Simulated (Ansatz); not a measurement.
Response to strain in hypothetical P4_2/mnm AlN

Take AlN (space group P4_2/mnm, No. 136; a = 5.2943 Å, c = 3.1090 Å; a hypothetical phase, not in the database extracts checked) as the base. Axes: x, y, z lie along a, b, c of the conventional cell.

Strains are applied to the cell and any free atomic positions relax.

The values are results of PBEsol (Ansatz, a quantum-chemistry and plane-wave program), no spin-orbit coupling, not measurements.

Notes on the quantities. pressure: mean of the normal stresses, compression positive; energy relative to the base: free energy F.

```tsv
variant	band gap	pressure	shortest interatomic distance	energy relative to the base	electron mass
base	3.75 eV	0.00 GPa	1.867 Å	0 meV/atom	0.34 mₑ along c, 0.32 mₑ across (at Γ)
isotropic strain −0.93 %	3.93 eV	5.66 GPa	1.849 Å	+5.2 meV/atom	0.37 mₑ along c, 0.34 mₑ across (at Γ)
isotropic strain +2.23 %	3.30 eV	-11.11 GPa	1.911 Å	+27 meV/atom	0.30 mₑ along c, 0.28 mₑ across (at Γ)
uniaxial strain ε_yy = −4.86 %	3.96 eV	8.98 GPa	1.842 Å	+20 meV/atom	0.34 mₑ along x, 0.35 mₑ along y, 0.37 mₑ along z (at Γ)
```

Masses are band curvatures over ±0.01 Å⁻¹ around the edge. Stability against distortions was not tested.
